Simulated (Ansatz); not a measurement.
The starting structures come from a database of crystals and need not be the phases stable at ambient conditions.

The decay constant κ of evanescent states in the gap governs leakage through a thin film.

Consider the following.

```xyz
16
Lattice="4.0686 0.0000 0.0000 0.0000 11.9849 -0.1095 2.0343 -4.3044 9.2889" Properties=species:S:1:pos:R:3 pbc="T T T"
Bi     4.0686    10.8155     1.5728
Bi     2.0343    -3.1349     7.6066
Bi     2.0343     7.3687     3.1673
Bi     4.0686     0.3119     6.0121
Bi     4.0686     3.6437     2.6989
Bi     2.0343     4.0368     6.4805
Se     4.0686     2.5126     7.7311
Se     2.0343     5.1679     1.4483
Se     2.0343    -1.3478     3.5649
Se     4.0686     9.0284     5.6145
Se     4.0686     8.0678     1.2971
Se     2.0343    -0.3873     7.8823
Se     4.0686     5.5384     4.6721
Se     2.0343     2.1421     4.5073
Br     4.0686     6.0857     8.3637
Br     2.0343     1.5948     0.8157
```

Space group of this cell: C2/m. The cell was relaxed by PBE-D3(BJ); by r2SCAN its mean pressure is 1.1 GPa.

Transport runs along the normal of the first two printed cell vectors.

No gap correction and no spin-orbit coupling; mid-gap values are interpolated between computed energies.

**Question.** Estimate the band gap and the smallest decay constant κ at mid-gap that r2SCAN run with Ansatz (a quantum-chemistry and plane-wave program) returns for this system.

**Answer.** Gap 1.24 eV on a 8×4×8 mesh; κ = 0.160 1/Å, at (0.000, 0.500) of the in-plane reciprocal vectors. At the zone centre, at the nearest computed energy, the slowest state has κ = 0.17 1/Å.
